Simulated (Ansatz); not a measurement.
(KF)6/(AgCl)6 rock salt (001) superlattice on KF, space group P4/nmm.

The geometry comes from a PBE relaxation.

```xyz
24
Lattice="3.8325 0.0000 0.0000 0.0000 3.8325 0.0000 0.0000 0.0000 34.4549" Properties=species:S:1:pos:R:3 pbc="T T T"
K      0.0000     0.0000     0.2132
F      1.9163     1.9163     0.1700
K      1.9163     1.9163     2.8972
F      0.0000     0.0000     2.9081
K      0.0000     0.0000     5.6155
F      1.9163     1.9163     5.6120
K      1.9163     1.9163     8.3253
F      0.0000     0.0000     8.3288
K      0.0000     0.0000    11.0437
F      1.9163     1.9163    11.0327
K      1.9163     1.9163    13.7276
F      0.0000     0.0000    13.7708
Ag     0.0000     0.0000    16.6739
Cl     1.9163     1.9163    16.8282
Ag     1.9163     1.9163    19.7961
Cl     0.0000     0.0000    19.7385
Ag     0.0000     0.0000    22.6968
Cl     1.9163     1.9163    22.7259
Ag     1.9163     1.9163    25.6988
Cl     0.0000     0.0000    25.6698
Ag     0.0000     0.0000    28.5996
Cl     1.9163     1.9163    28.6572
Ag     1.9163     1.9163    31.7218
Cl     0.0000     0.0000    31.5674
```

All values below come from HSE06 (plane waves to 420 eV, PAW; Ansatz, a program for electronic structure). Scalar-relativistic, without spin–orbit coupling. Its k-point mesh 5×5×1, Fermi–Dirac width 0.01 eV. HSE06 ran on meshes of its own (5×5×1); its edges and gaps are taken over the mesh and over extra points off it, mostly where PBE has its edges.

Question: List the levels next to the gap at (0.000, -0.500, 0.000) of this cell's own (folded) zone, from the top of the valence band (the table ends after a fixed count of bands, which can cut a degenerate set).

Answer: 
| band | E − E_v (eV) |
|---|---|
| v4 | -0.057 |
| v3 | -0.057 |
| v2 | 0.000 |
| v1 | 0.000 |
| c1 | 5.469 |
| c2 | 5.469 |
| c3 | 5.822 |
| c4 | 5.822 |
